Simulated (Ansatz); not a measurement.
Base system: BN in the rock salt structure (space group Fm-3m, No. 225; a = 3.503 Å; a hypothetical phase, not in the database extracts checked).

(Cell as relaxed with PBE.)

Levels (all Ansatz, a first-principles code, PAW): PBE (420 eV, no SOC); PBEsol (420 eV, without spin-orbit coupling).

Each level relaxes its own structure.

```
base                     PBE   PBEsol
-------------------  -------  -------
volume per atom      5.38 Å³  5.28 Å³
lattice parameter a  3.503 Å  3.483 Å
```

It is then changed as follows: an isotropic linear strain of −3.04 %, atoms relaxed at fixed cell.

```csv
quantity,PBE,PBEsol
energy relative to the base (free energy F),+58 meV/atom,+60 meV/atom
pressure,42.02 GPa,44.09 GPa
```

PBE's energy relative to the base lies 1.7 meV/atom below PBEsol's; PBE's pressure lies 2.07 GPa below PBEsol's. Neither level is exact; PBEsol is the comparison here, not a measurement.

No phonon test of stability was made.
